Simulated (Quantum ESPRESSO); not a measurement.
**Equation of state of Ga (space group 64): energy against volume (Quantum ESPRESSO, PBEsol)**

```xyz
4
Lattice="2.1944 -3.7188 0.0000 2.1944 3.7188 0.0000 0.0000 0.0000 4.3985" Properties=species:S:1:pos:R:3 pbc="T T T"
Ga     2.1944     2.5667     4.0422
Ga     2.1944     1.1521     1.8430
Ga     2.1944    -1.1521     2.5555
Ga     2.1944    -2.5667     0.3563
```

Method of the run: PBEsol, GBRV 1.5 ultrasoft (PBESOL) pseudopotentials (plane waves; Quantum ESPRESSO). Settings: ecutwfc = 65 Ry; ecutrho = 325 Ry; occupations = smearing; smearing = fd; degauss = 0.0036749 Ry; potentials = {Ga: ga_pbesol_v1.4.uspp.F.UPF}; K_POINTS = automatic 9 9 8 0 0 0; conv_thr = 1e-10 Ry; mixing_beta = 0.7. The cell above is the first row's. The rows scale it uniformly. In all rows fractional positions and the k mesh are held. E is the free energy at the stated smearing, counted from the lowest row.

```csv
V (Å^3/atom),E (meV/atom)
17.947,14.84
18.337,6.22
18.727,1.43
19.117,0.00
19.507,1.54
19.898,5.71
20.288,12.22
20.678,20.78
21.068,?
```

Q: Using the third-order Birch-Murnaghan form, a cubic in V^(-2/3), estimate the missing E at V = 21.068 from the other rows, showing the fit.

A: With u = V^(-2/3) - 0.139, the rows have u = 0.006883, 0.004807, 0.002804, 0.000869, -0.001002, -0.002816, -0.004567, -0.006262. Least squares gives E = 0.354 - 770.11·u + 407230·u² + 1500638·u³. Residuals (row less fit): 0.005, -0.009, 0.000, 0.007, 0.007, -0.008, -0.002, 0.003; standard error 0.008 (degrees of freedom: 4). Its minimum lies at u = 0.000941, so V0 = (0.139941)^(-3/2) = 19.10. There d²E/du² = 822900 and d³E/du³ = 9004000, so B0 = (4/9) × 19.10^(-7/3) × 822900 × 0.160218 = 60.1 GPa (the last factor turns the table's units into GPa), and B0' = 4 + (2/3) × 0.139941 × (9004000)/822900 = 5.0. The program's pressures in the fitted runs (not shown) pass through zero at V = 18.96, 0.72 % from this V0. At the withheld row, u = -0.007906, so E = 0.354 - 770.11 × (-0.007906) + 407230 × (-0.007906)² + 1500638 × (-0.007906)³ = 31.155 meV/atom. The calculation gives 31.12 meV/atom, 0.035 meV/atom below the prediction (0.1 % of the range of E in the table). The row lies outside the fitted rows, so this is an extrapolation. From the scatter of the fitted rows alone, a prediction at this place has a standard error of 0.020 meV/atom, so the miss is 1.7 times that.

Carrying the step between the two nearest rows on in a straight line would have given 29.34, off by 1.78; series whose last step already gives the withheld value aren't shown. The scan was laid around a cell of about the measured size, scaled by a guess for this functional; axis ratios and inner coordinates come from that cell. The runs keep the symmetry of the cell, so they don't test it for distortions. The shape of the cell and the inner coordinates aren't relaxed, so V0 and B0 belong to this uniform scaling; a relaxed crystal lies no higher in energy and is usually softer (forces reach 0.15 eV/Å in these rows). Cutoffs and mesh are single choices, not tested for convergence of this quantity. Series with a scatter that would blur these digits, or in which a gap closes, are not shown. Nor are scans whose minimum lies at an end fitted in this form.
